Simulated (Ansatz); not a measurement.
How the volume per atom of Ru2Si (model structure, started from the Cu2Sb type, P4/nmm, No. 129, 6 atoms in the cell) moves with the method

No measured value is used here.

```json
[
 {"level (code)": "PBE (Ansatz)", "value (Å³/atom)": "14.00"},
 {"level (code)": "PBEsol (Ansatz)", "value (Å³/atom)": "…"},
 {"level (code)": "PBE-D3(BJ) (Ansatz)", "value (Å³/atom)": "13.62"}
]
```

### Question
What belongs in the gaps?

### Answer

- PBEsol (Ansatz, a quantum-chemistry and plane-wave program), value (Å³/atom): 13.58

Ansatz's density-functional and Hartree–Fock values are scalar-relativistic unless marked +SOC, with PAW data made under PBE.

A model structure was made by putting elements into a prototype or built by hand; it is no filed structure, need not be a known phase, and can be a saddle point held by its symmetry.
